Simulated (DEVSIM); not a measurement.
Device: Schottky contact on n-type Si, at 300 K.

```
layer (left to right)  material  thickness (μm)  Nd (cm⁻³)  τn (s)  τp (s)
---------------------  --------  --------------  ---------  ------  ------
1                            Si           0.350     2.2e15  1.6e-5  1.6e-5
```

Left contact: Schottky, work function 4.52 eV, emission velocity 4.4e6 cm/s. Right contact: ohmic. Voltage is applied to the left contact. Recombination: SRH at mid-gap, radiative, Auger. Gap narrowing is on: ΔEg = 6.92 meV × (l + √(l² + 0.5)), l = ln(N/1.3e17 cm⁻³), shared equally by both band edges. Mobility is constant in doping. Where it depends on doping, it is μmin + (μ − μmin)/(1 + (N/Nref)^α).

This is a model device: material constants are rounded textbook-type values typed into the input, and sizes, dopings and lifetimes were drawn at random. Values at 300 K; Nc and Nv go as T^1.5, mobilities as T to minus their exponent, the gap by Varshni's rule with the affinity fixed. The table also holds parameters that only a changed run uses.

```csv
parameter,Si
gap (eV),1.124
affinity (eV),4.05
permittivity,11.7
Nc (cm⁻³),2.86e19
Nv (cm⁻³),3.1e19
μn (cm²/Vs),1417
μp (cm²/Vs),470
"μn,min",52
"μp,min",45
"Nref,n",9.7e16
"Nref,p",2.2e17
αn,0.68
αp,0.72
T exponent of μn,2.3
T exponent of μp,2.2
B (cm³/s),4.7e-15
Cn (cm⁶/s),2.8e-31
Cp (cm⁶/s),9.9e-32
Varshni α (eV/K),0.000473
Varshni β (K),636
```

Simulated with DEVSIM: 1D drift-diffusion, Boltzmann statistics, complete ionisation; no tunnelling, impact ionisation, image-force lowering or self-heating. Metal contacts follow the ideal Schottky-Mott rule: no Fermi-level pinning, no interface dipoles.

Base results: dark forward voltage at 100 A/cm² (V) 0.175; largest field in the device at zero bias (V/cm) 12000; potential step across the device at zero bias (V) 0.225.

**Question.** What follows from this one change: doping Nd of layer 1 2.2e+15 → 2.2e+14 cm^-3?

**Answer.** dark forward voltage at 100 A/cm² 0.175 → 0.235 V; largest field in the device at zero bias 12000 → 5300 V/cm; potential step across the device at zero bias 0.225 → 0.165 V.

**Question.** What follows from this one change: metal work function 4.52 → 4.72 eV?

**Answer.** dark forward voltage at 100 A/cm² 0.175 → 0.375 V; largest field in the device at zero bias 12000 → 18000 V/cm; potential step across the device at zero bias 0.225 → 0.425 V.

**Question.** What follows from this one change: temperature 300 → 250 K?

**Answer.** dark forward voltage at 100 A/cm² 0.175 → 0.227 V; largest field in the device at zero bias 12000 → 13000 V/cm; potential step across the device at zero bias 0.225 → 0.272 V.

**Question.** What follows from this one change: thickness of layer 1 0.35 → 1.8 μm?

**Answer.** dark forward voltage at 100 A/cm² 0.175 → 0.203 V; largest field in the device at zero bias little changed (12000 V/cm); potential step across the device at zero bias little changed (0.225 V).
